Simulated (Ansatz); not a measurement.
The reference is SiO₂ (space group P3_121, No. 152; a = 4.948 Å, c = 5.441 Å).

Computed with DFT with PBEsol, PAW potentials and a 420 eV plane-wave cutoff in Ansatz (a program for electronic structure), no spin-orbit coupling, earlier PAW set.

For the base:

The width of the top valence band comes out as 0.57 eV and the band gap comes out as 5.72 eV. The shortest interatomic distance comes out as 1.620 Å and the gap character comes out as indirect, K → Γ.

Now apply this change: cell and atoms relaxed at a pressure of 30 GPa.

Task: What does the calculation give for the width of the top valence band, band gap, shortest interatomic distance and gap character after the change?

Result: The width of the top valence band increases by 0.11 eV (0.57 eV → 0.68 eV); the band gap grows by 0.97 eV (5.72 eV → 6.69 eV); the shortest interatomic distance falls by 0.023 Å (1.620 Å → 1.597 Å); the gap character changes from indirect, K → Γ to indirect, M → Γ.

Load acts through the strain it causes; cell and atoms are relaxed under it. Whether these cells are dynamically stable was not tested. Competing high-pressure phases were not computed.
